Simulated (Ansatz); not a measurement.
Electronic density of states of amorphous In24Sb8Te16, density 6.81 g/cm³, on a 2×2×2 Γ-centred mesh with a Gaussian width of 0.1 eV; energies count from the Fermi level. Cell and mesh are small, so fine structure isn't converged. All values below come from PBE-D3(BJ), scalar-relativistic without spin-orbit coupling, PAW (Ansatz default set, large-core Te) (plane waves to 420 eV; Ansatz, a first-principles code). Sampling: a 2×2×2 Γ-centred mesh; Fermi-Dirac width 0.05 eV; no spin polarisation. The levels at the Fermi energy are partly filled. A closed spacing in one fast-quenched cell at PBE doesn't show the material to be a metal.

A CHGNet melt-quench gave the starting glass, which DFT then relaxed. The hot cell started wider than the set density and was brought back towards it in steps. It is the lowest in DFT energy of 3 quenches. It is a model cell: composition and starting density were chosen by hand, and all elements were melted together. The geometry includes D3(BJ) dispersion. Its density started from a set value of 6.30 and ended at 6.81 g/cm³. Cooling (nominally 53 K/ps over its main leg) ran many orders faster than in experiment, which tends to leave more defects and strain. One small periodic cell is one sample of the glass; other quenches scatter about these values. Volume and shape were free in the relaxation. Stress components on the final sampling reach 0.8 GPa. On a 2×2×2 Γ-centred mesh force components of up to 0.36 eV/Å stay, since the relaxation ran on one k-point at (1/4, 1/4, 1/4).

(E - EF (eV), states/(eV atom)): (-12.00, 0.25); (-11.90, 0.26); (-11.80, 0.29); (-11.70, 0.35); (-11.60, 0.35); (-11.50, 0.41); (-11.40, 0.44); (-11.30, 0.51); (-11.20, 0.58); (-11.10, 0.55); (-11.00, 0.52); (-10.90, 0.55); (-10.80, 0.51); (-10.70, 0.41); (-10.60, 0.32); (-10.50, 0.15); (-10.40, 0.02); (-10.30, 0.01); (-10.20, 0.08); (-10.10, 0.15); (-10.00, 0.13); (-9.90, 0.07); (-9.80, 0.17); (-9.70, 0.19); (-9.60, 0.16); (-9.50, 0.27); (-9.40, 0.40); (-9.30, 0.32); (-9.20, 0.21); (-9.10, 0.16); (-9.00, 0.13); (-8.90, 0.06); (-8.80, 0.13); (-8.70, 0.20); (-8.60, 0.07); (-8.50, 0.00); (-8.40, 0.00); (-8.30, 0.03); (-8.20, 0.16); (-8.10, 0.19); (-8.00, 0.04); (-7.90, 0.00); (-7.80, 0.00); (-7.70, 0.00); (-7.60, 0.00); (-7.50, 0.00); (-7.40, 0.00); (-7.30, 0.00); (-7.20, 0.02); (-7.10, 0.12); (-7.00, 0.17); (-6.90, 0.09); (-6.80, 0.06); (-6.70, 0.13); (-6.60, 0.24); (-6.50, 0.29); (-6.40, 0.35); (-6.30, 0.45); (-6.20, 0.41); (-6.10, 0.37); (-6.00, 0.39); (-5.90, 0.44); (-5.80, 0.41); (-5.70, 0.36); (-5.60, 0.35); (-5.50, 0.40); (-5.40, 0.45); (-5.30, 0.46); (-5.20, 0.47); (-5.10, 0.44); (-5.00, 0.39); (-4.90, 0.39); (-4.80, 0.37); (-4.70, 0.32); (-4.60, 0.36); (-4.50, 0.30); (-4.40, 0.27); (-4.30, 0.30); (-4.20, 0.32); (-4.10, 0.43); (-4.00, 0.38); (-3.90, 0.38); (-3.80, 0.48); (-3.70, 0.50); (-3.60, 0.52); (-3.50, 0.51); (-3.40, 0.52); (-3.30, 0.61); (-3.20, 0.58); (-3.10, 0.59); (-3.00, 0.64); (-2.90, 0.58); (-2.80, 0.58); (-2.70, 0.61); (-2.60, 0.59); (-2.50, 0.59); (-2.40, 0.60); (-2.30, 0.63); (-2.20, 0.64); (-2.10, 0.60); (-2.00, 0.63); (-1.90, 0.68); (-1.80, 0.62); (-1.70, 0.62); (-1.60, 0.66); (-1.50, 0.69); (-1.40, 0.70); (-1.30, 0.71); (-1.20, 0.62); (-1.10, 0.57); (-1.00, 0.59); (-0.90, 0.59); (-0.80, 0.59); (-0.70, 0.63); (-0.60, 0.59); (-0.50, 0.50); (-0.40, 0.42); (-0.30, 0.45); (-0.20, 0.48); (-0.10, 0.37); (0.00, 0.32); (0.10, 0.35); (0.20, 0.35); (0.30, 0.37); (0.40, 0.36); (0.50, 0.38); (0.60, 0.47); (0.70, 0.52); (0.80, 0.44); (0.90, 0.42); (1.00, 0.39); (1.10, 0.44); (1.20, 0.51); (1.30, 0.44); (1.40, 0.40); (1.50, 0.49); (1.60, 0.47); (1.70, 0.49); (1.80, 0.54); (1.90, 0.55); (2.00, 0.57); (2.10, 0.56); (2.20, 0.52); (2.30, 0.57); (2.40, 0.60); (2.50, 0.54); (2.60, 0.57); (2.70, 0.66); (2.80, 0.70); (2.90, 0.67); (3.00, 0.59); (3.10, 0.56)
